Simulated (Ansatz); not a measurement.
Start from Al2O3 in the corundum structure (space group R-3c, No. 167; a = 4.7738 Å, c = 13.0147 Å (hexagonal axes)).

Now apply this change: every lattice vector is stretched by 3.00 %; the atoms relax in the strained cell.

The values are results of PBEsol (Ansatz, an electronic-structure program; PAW; 420 eV plane waves; no SOC), not measurements.

Base, band edges from the VBM (valence, conduction): Γ 0.00, 6.03; F -0.25, 9.42; S₂ -0.28, 9.34; S₀ -0.28, 9.34; L -0.27, 9.26; H₀ -0.50, 9.52; H₂ -0.50, 9.52; T -0.37, 8.47 eV.

Q: Give the band edges at the high-symmetry points of the new zone, measured from its valence-band maximum.

A: 
| point | valence edge (eV) | conduction edge (eV) |
|---|---|---|
| Γ | -0.02 | 4.96 |
| T | -0.31 | 7.54 |
| H₂ | -0.42 | 8.62 |
| H₀ | -0.42 | 8.62 |
| L | -0.22 | 8.27 |
| S₀ | -0.22 | 8.35 |
| S₂ | -0.22 | 8.35 |
| F | -0.20 | 8.45 |

The gap is 4.96 eV, indirect, Γ–S₀ (25 % along) → Γ.

No phonon test of stability was made.
